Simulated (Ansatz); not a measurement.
An Ansatz (an electronic-structure program) run: WC with a change (pressure 30 GPa); Ansatz, PBE, PAW, cutoff 420 eV, scalar-relativistic without spin-orbit coupling.

Input:

Ansatz 0.2 input:
```yaml
crystal:
  lattice:
    - [2.8667998018, 0, 0]
    - [-1.4333999009, 2.4827214559, 0]
    - [0, 0, 2.805918959]
  atoms:
    - { symbol: W, position: [0, 0, 0] }
    - { symbol: C, position: [0.3333333333, 0.6666666667, 0.5] }
basis: { ecutwfc: 420, ecutrho_ratio: 4, xc_grid: 2, fft_grid_basis: typed }
kpoints: { mp_grid: { grid: [18, 18, 16] } }
hamiltonian:
  xc: pbe
  dispersion: none
  pseudopotentials: { kind: paw }
scf: { occupations: { method: fermi_dirac, width: 0.05 } }
relax: { f_tol: 0.01, max_steps: 60, cell: { stress_tol: 0.02, p_target: 30 } }
output: { forces: true, stress: true }
checkpoint: { write: state.ck, write_every: 1000 }
```

Output (explanatory and most iteration lines left out):

```
Relaxation: its limit of steps is 60 (relax.max_steps)
Pseudopotential: W, paw, valence charge 14
Pseudopotential: C, paw, valence charge 4
Crystal: 2 atoms, lattice volume = 19.971 Å³
Basis set: ecut = 420 eV, 405 PW (Γ), exchange–correlation on 40×40×40 points (8 copies of the dense FFT grid, shifted against one another)
Bands: 13, of which v1, the nominal top of the filled ones, is band 9 counted from 1 (8 counted from 0)
Symmetry: 12 space group operations
Space group: P-6m2 (ITA 187), of the structure as read, at distance tolerance 2.7e-5 Å
k-points: 333 of 5184 (time reversal used)
Functional: x = pbe(κ = 0.804, μ = 0.2195149727645171), c = pbe(β = 0.06672455060314922)
SCF iter   1: F=—  HF=-10635.984557 eV  |F-HF|=—  |Δ(HF+E_count)|=         —  Δρ=7.54e-3  dr2=2.81e-3  ethr=1.77e-3  ⟨swp⟩=5.8  Hψ=21674  notcnv=0
SCF iter   2: F=—  HF=-10635.986887 eV  |F-HF|=—  |Δ(HF+E_count)|=   2.33e-3  Δρ=4.36e-3  dr2=9.96e-4  ethr=1.56e-5  ⟨swp⟩=2.0  Hψ=8200  notcnv=0
SCF 1 converged in 6 iterations: F = -10635.987838 eV  dr2 = 9.03e-9
relax step   1: F+E_penalty+E_count = -10635.98783843 eV  Δ(F+E_penalty+E_count) = +0.000e0 eV  max|allowed force component| = 1.573e-16 eV/Å  Δτ_max = 0.0000 Å  P = +22.499 GPa  Ω = 19.971 Å³  (6 SCF iters, dr2 threshold 1.00e-7 eV, accepted)
[... steps on the carried basis left out ...]
relax step   7: F+E_penalty+E_count = -10635.93824846 eV  Δ(F+E_penalty+E_count) = +2.907e-6 eV  max|allowed force component| = 1.480e-16 eV/Å  Δτ_max = 0.0000 Å  P = +30.000 GPa  Ω = 19.668 Å³  stress off target by 2.37e-4 GPa  SCF on the basis re-selected at this cell (its energy is not comparable with the rows above)  (8 SCF iters)
SCF converged after 8 iterations
Free energy (F): -10635.938248 eV
Internal energy: -10635.935972 eV  (E = F + TS)
E sigma→0 (E₀):  -10635.937110 eV
Entropy (-TS):   -0.002277 eV (-1.138 meV/atom)
Fermi energy:    21.908435 eV
--- Forces (eV/Å), atoms counted from 1 ---
  atom   1  W     -0.00000000     0.00000000    -0.00000000
  atom   2  C      0.00000000     0.00000000     0.00000000
--- Stress (GPa, compression-positive) ---
       29.999763       0.000000      -0.000000
        0.000000      29.999763      -0.000000
       -0.000000      -0.000000      29.999925
  P = ⅓ Tr σ = 29.9998 GPa (299.998 kbar)
--- Relaxed structure (5 steps of the walk, 5 accepted, 2 SCFs on fresh bases) ---
  cell:  # Å, volume = 19.6677 Å³
    - [2.8510268832016723, 0.0, -7.122608388305255e-34]
    - [-1.4255134416008362, 2.469061707725018, -4.484572366910507e-19]
    - [-6.971348994032393e-34, -5.06836826070845e-19, 2.793965834038685]
  atoms:
    - { symbol: W, position: [-3.0814879110195774e-33, -3.700743415524895e-17, -1.04387136616832e-34] }
    - { symbol: C, position: [0.33333333333333337, 0.6666666666666667, 0.5] }
```

Load acts through the strain it causes; cell and atoms are relaxed under it. Stability against distortions was not tested. Competing high-pressure phases were not computed. All final runs are without spin polarisation. The cell was made from WC (space group P-6m2, No. 187) by this change: pressure 30 GPa.
